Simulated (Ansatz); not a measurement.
A periodic model of amorphous Sn54Se108:

```xyz
162
Lattice="16.6228 -0.2393 -0.3886 -0.2393 16.2377 0.0385 -0.3886 0.0385 16.7635" Properties=species:S:1:pos:R:3 pbc="T T T"
Sn     2.1468     2.1200     4.6990
Sn    13.2143     5.8978    11.5010
Sn     3.3766     0.0476    16.5729
Sn     8.8683     8.9990     3.5359
Sn    15.4578    13.7389    10.8002
Sn    10.3019    11.8969     8.5541
Sn     2.6879     6.1623     2.4938
Sn     2.5116    12.8658     5.2467
Sn     3.2228     6.4570    11.4387
Sn    12.4523     4.3883     5.9530
Sn     0.5011    11.4921     2.2625
Sn    15.5859     2.5556     9.9305
Sn     1.0263    12.7885    14.5071
Sn     9.2746     0.8566    16.3457
Sn    15.5300     0.7349     5.6310
Sn    13.5958    12.7154     3.3550
Sn     0.8465     6.0828     8.2525
Sn     0.8730     0.4207    13.4285
Sn     5.0009     3.2850    13.3754
Sn    16.2328     4.7827     4.2196
Sn     6.7674    14.2473    16.3429
Sn     9.7357     7.4624    10.1531
Sn     4.0369    11.2382    12.5409
Sn    11.9874    15.7314     6.5493
Sn     1.1520     8.8804    14.4889
Sn     8.7731    15.0599     9.4971
Sn     6.9939     2.0638    10.1047
Sn     6.0178    16.0779     3.4996
Sn     6.4024     9.2926     8.0043
Sn     9.6015     1.0045     4.1157
Sn     9.5661    13.1121     4.1885
Sn    14.0304    12.3553    15.2308
Sn    11.3627     4.4206    16.1011
Sn     6.1553     9.1092     0.5537
Sn    11.9988    10.4439    11.7096
Sn     7.2546     5.0726     7.6605
Sn    -0.3594     3.9703    14.9614
Sn     5.1624    -0.0491     7.6183
Sn     8.6296     4.1346    12.7530
Sn    13.0246     1.3992    15.4835
Sn     3.2778    16.1124    11.0150
Sn     8.6522     6.3565     0.9024
Sn     5.1272     9.3290     4.4393
Sn    14.1889     8.2782    14.6803
Sn    14.1879     8.1486     3.2448
Sn    -0.2139    16.0409     2.5387
Sn     8.2187    11.1233    13.9850
Sn    11.9244    15.6817    11.6938
Sn     1.4008    10.3019    10.4874
Sn    11.2176     2.5861     9.0419
Sn    12.0242    10.0738     5.6300
Sn     1.9584     8.9116     6.7434
Sn    14.9829    12.0266     7.9574
Sn    10.7385    12.4060     0.3865
Se    10.6669     9.5840    14.0575
Se     9.2469    14.5635     1.1348
Se     2.7294     2.2673    12.5551
Se     3.4387    13.6896     1.0769
Se    14.6473    10.7145     5.3996
Se    15.8664    10.5811    13.6107
Se     6.1053     5.1816    11.9775
Se     2.5427     0.3709     2.6856
Se    13.8388     4.2068     3.5620
Se     1.6516    12.5688    11.7309
Se     0.8837     6.0320     0.3014
Se    12.7136    10.7364     9.0117
Se    10.4237    13.6516    10.9338
Se    15.4377     1.8551    12.6871
Se     6.7585     7.7799     5.7409
Se    10.7028     6.4298    12.3396
Se    14.0650     6.9906     9.2757
Se    13.6830     6.2413     1.3530
Se     5.8594     6.5549    15.3353
Se     5.5082    13.3606    12.5367
Se     9.9444    13.1601    14.3885
Se    16.1781     7.6683     0.4713
Se     7.8235    15.3566     5.2262
Se     8.3828    14.9120    14.1896
Se     6.7688    10.6784     2.8065
Se     5.7758    13.8817     2.0157
Se    14.4277    10.3790     1.7392
Se    12.1747    10.2320    15.7855
Se    15.0871    15.9366    16.4040
Se     3.9156    10.4464     9.8851
Se     8.9092     8.8599     0.3760
Se     5.7716     2.4391     3.5837
Se    10.3963     5.6989     2.6575
Se     0.5940    16.1194    10.7371
Se     6.4486     6.7763     2.4282
Se     9.4722     6.2530     6.5093
Se     0.6358     1.2532    16.1229
Se     0.9970     8.1423    11.8106
Se     1.2052     3.8379     2.8364
Se     3.5360     6.9858    15.3517
Se    15.6001    14.3443    13.4577
Se     7.2240     7.1010     9.6548
Se    12.3162    15.3695    14.2432
Se    -0.2866    13.7435     3.7682
Se     8.5711     4.7780    15.6738
Se     3.4174     1.7039     8.7548
Se    12.9917    12.6074    12.6005
Se     8.2326    10.9242     5.5488
Se     7.2722    12.0720    11.6496
Se     9.8792     0.4361     7.5315
Se    14.1967     3.5341    16.4003
Se    13.8082     8.6701    11.9250
Se    12.3967     7.4899     4.9901
Se     6.9532     8.3846    13.8845
Se     4.1131    15.2711     5.3130
Se     0.5876     3.7852     6.6340
Se    11.9514     7.0198    16.1901
Se     3.7736    14.0092     8.9072
Se     0.5900    10.7861     5.0268
Se     1.3845     4.6237    10.3749
Se    12.0810     0.9071     0.8799
Se    11.5803    15.9342     3.9342
Se     3.2193     6.7481     5.2484
Se     2.7428    14.9334    14.0887
Se    11.0849    10.7095     3.1817
Se     5.9706     0.3321    15.7703
Se    13.6427     1.9330     6.9861
Se     2.6648     5.2870    13.9073
Se     9.8859     3.1086     5.5434
Se     7.2477     1.6476     7.4333
Se     4.7599     3.4278     9.9214
Se     1.2730     9.5917     0.4789
Se    11.1656     2.8035    14.0996
Se     3.0074    10.9075    14.9689
Se    10.2446     1.1140    11.1980
Se     9.6513     9.7302     7.0535
Se     3.2735    11.6351     2.6119
Se    11.2885    13.0402     6.3484
Se     3.8527     5.6816     7.3420
Se    -0.2973     9.8920     8.6625
Se     0.8217    13.3878     0.2894
Se     8.9220     3.9427     9.8150
Se    -0.0033     7.5789     4.4375
Se     4.1673    10.8584     6.3528
Se     3.1763     2.8274    16.6239
Se    15.1359     1.3777     3.1459
Se     5.0040     4.9691     1.8577
Se     1.3360     0.2208     6.3634
Se     1.7422    13.4396     7.8738
Se     6.3476    15.6441    10.3206
Se     6.3362    11.7255    15.7836
Se    14.7283     5.1825     7.8923
Se    14.3248    14.5942     6.0833
Se     3.2536     8.9953     2.6352
Se     5.3736     8.9059    12.2322
Se     7.8353    12.8621     8.4017
Se     4.4852     2.8296     5.5341
Se    11.1302     3.5369     1.7456
Se    13.7324    15.7893     9.9206
Se     7.1085     1.7078    12.8249
Se     4.0226     7.7542     8.6478
Se     5.3683     3.3852    15.9704
Se    13.1192     3.3504    11.0376
Se    13.1536    13.6824     0.6369
Se     8.1877     1.4567     1.9833
Se    11.1943     6.7371     8.1145
Se    15.0751     5.9351    13.3630
Se     9.5391    10.0619    10.7520
```

The numbers are results of PBE-D3(BJ), scalar-relativistic without spin-orbit coupling, PAW (Ansatz default set, large-core Se) (plane waves to 420 eV; Ansatz, a first-principles code), not measurements.

A CHGNet melt-quench gave the starting glass, which DFT then relaxed. The hot cell started wider than the set density and was brought back towards it in steps. It is the lowest in DFT energy of 8 quenches. It is a model cell: composition and starting density were chosen by hand, and all elements were melted together. The geometry includes D3(BJ) dispersion. Its density started from a set value of 5.33 and ended at 5.49 g/cm³. The simulated quench (nominally 40 K/ps over its main leg) is rapid and tends to freeze in more defects than a deposited or slowly cooled glass has. Values belong to this one cell and scatter from quench to quench. Volume and shape were free in the relaxation.

Cut-offs for bonds: Sn-Sn 3.34 Å, Sn-Se 3.20 Å, Se-Se 2.76 Å.

### Question
Give the coordination numbers, mean bond lengths and angles.

### Answer

| Quantity | Result |
|---|---|
| Mean coordination of Sn | 4.63 (3 with 3, 21 with 4, 23 with 5, 7 with 6) |
| Mean coordination of Se | 2.81 (34 with 2, 60 with 3, 14 with 4) |
| Mean Sn-Se bond | 2.795 Å (spread 0.169 Å, 250 counted) |
| Mean Se-Se bond | 2.447 Å (spread 0.107 Å, 27 counted) |
| Bond angle at Sn | mean 104.7°, spread 27.3° |
| Bond angle at Se | mean 104.8°, spread 20.4° |
